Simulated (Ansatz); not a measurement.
# (5,0) gold nanotube

The numbers are results of PBE (plane waves to 420 eV, PAW; Ansatz, a quantum-chemistry and plane-wave program), not measurements. Mesh 1×1×14. No spin polarisation. It repeats along c; a and b span vacuum. A hypothetical model, rolled from the flat sheet. Symmetry and one short period hold its shape; lower forms weren't sought. Values not marked SOC lack spin–orbit coupling. Buckling under compression is shut out by symmetry and the short period.

| Item | Value |
|---|---|
| period along the axis (10 atoms) | 4.547 Å |
| mean diameter | 4.90 Å |
| energy over the flat sheet | +249 meV/atom |
| PBE gap | none (under 0.01 eV) |
| crossings of the Fermi level between Γ and the zone edge (49 points) | 5, each for both spins (ideal conductance 5 × 2e²/h) |
| work function (PBE) | 5.69 eV |
| axial stiffness dF/dε | 71 nN |

```xyz
10
Lattice="15.5000 0.0000 0.0000 0.0000 15.5000 0.0000 0.0000 0.0000 4.5473" Properties=species:S:1:pos:R:3 pbc="T T T"
Au     9.7317     9.1900     2.2736
Au    10.1993     7.7500     0.0000
Au     6.9930    10.0803     2.2736
Au     8.5070    10.0803     0.0000
Au     5.3007     7.7500     2.2736
Au     5.7683     9.1900     0.0000
Au     6.9930     5.4197     2.2736
Au     5.7683     6.3100     0.0000
Au     9.7317     6.3100     2.2736
Au     8.5070     5.4197     0.0000
```
